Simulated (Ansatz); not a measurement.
# Amorphous Hf₁₈O₃₉Sc₂

Preparation: random packing, a CHGNet melt and quench, and a DFT relaxation. O atoms were pushed apart under 1.9 Å during the dynamics, to hinder bonds among them. The hot cell started wider than the set density and was brought back towards it in steps. It is the lowest in DFT energy of 2 quenches. It is a model cell: composition and starting density were chosen by hand, and all elements were melted together. No dispersion term was used.

Methods: PBE, scalar-relativistic without spin-orbit coupling (Ansatz, a first-principles code); r2SCAN, scalar-relativistic without spin-orbit coupling (Ansatz); HSE06, scalar-relativistic without spin-orbit coupling (Ansatz). Geometry, pressure, stress and energy are those of the PBE run. Its sampling: a 2×2×2 Γ-centred mesh; Fermi-Dirac width 0.02 eV; no spin polarisation. Other functionals are single points at the zone centre (r2SCAN at 500 eV; exact exchange cut at the cell's faces), free to take moments where seeds were set. At PBE the levels at the filled edge of the gap are localised (band-tail or defect states).

```json
{
 "number_of_atoms_in_the_cell": "59",
 "Density (volume relaxed, without dispersion)": "8.79 g/cm^3",
 "volume_per_atom": "12.58 Å³",
 "Pressure on a 2×2×2 Γ-centred mesh": "-0.04 GPa",
 "Largest force and stress component on that mesh (the relaxation ran on the zone centre alone)": "0.13 eV/Å and 0.1 GPa",
 "Level gap on a 2×2×2 Γ-centred mesh (PBE)": "3.52 eV",
 "Level gap at the zone centre (PBE)": "3.59 eV",
 "Level gap at the zone centre (r2SCAN)": "4.03 eV",
 "Level gap at the zone centre (HSE06)": "5.13 eV"
}
```

Neighbours within Hf-Hf 3.34 Å, Hf-O 2.84 Å, Hf-Sc 3.38 Å, O-O 1.58 Å, O-Sc 2.60 Å, Sc-Sc 3.41 Å count as bonded. Two cations that share two anions don't count as bonded, nor two that share one unless they lie closer than Hf-Hf 3.25 Å, Hf-Sc 3.28 Å, Sc-Sc 3.32 Å.

```json
{
  "Mean coordination of Hf by anions": "6.56 (8 with 6, 10 with 7)",
  "Mean coordination of O": "3.31 (2 with 2, 23 with 3, 14 with 4)",
  "Mean coordination of Sc by anions": "5.50 (1 with 5, 1 with 6)",
  "Mean Hf-O bond": "2.161 Å (spread 0.135 Å, 118 counted)",
  "Mean O-Sc bond": "2.165 Å (spread 0.140 Å, 11 counted)"
}
```

Its density started from a set value of 8.55 g/cm³. Cooling (nominally 450 K/ps over its main leg) ran many orders faster than in experiment, which tends to leave more defects and strain. One small periodic cell is one sample of the glass; other quenches scatter about these values. Volume and shape were free in the relaxation. On a 2×2×2 Γ-centred mesh force components of up to 0.13 eV/Å stay, since the relaxation ran on the zone centre alone.
